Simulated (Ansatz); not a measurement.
# TaAs (Pm-3m): band-structure transport figures

Data:

```
CELL_PARAMETERS angstrom
      3.17759     0.00000     0.00000
      0.00000     3.17759     0.00000
      0.00000     0.00000     3.17759
ATOMIC_POSITIONS crystal
  Ta 0.00000 0.00000 0.00000
  As 0.50000 0.50000 0.50000
```

These are PBEsol, rigid bands (plane waves, PAW, scalar-relativistic; Ansatz, an electronic-structure program) values and carry that method's errors. How the cell was made: cell and atoms relaxed with PBEsol.

| Property | Result |
|---|---|
| density of states at the Fermi level | 0.707 states/(eV·cell), both spins |
| bare Sommerfeld coefficient | 0.83 mJ/(mol of atoms·K²) |
| Drude plasma energy | 5.1 eV |
| root-mean-square Fermi velocity | 6.8e5 m/s |
| resistivity times τ | 18.6 ×10⁻²² Ω·m·s |

A metal at this level (no band gap); rigid bands, thermally averaged at 300 K, both spins. Spin-orbit coupling is left out, which matters with elements this heavy. τ is one relaxation time for all states.

Computed structure, not matched to a measured one here, so possibly hypothetical: TaAs (Pm-3m).
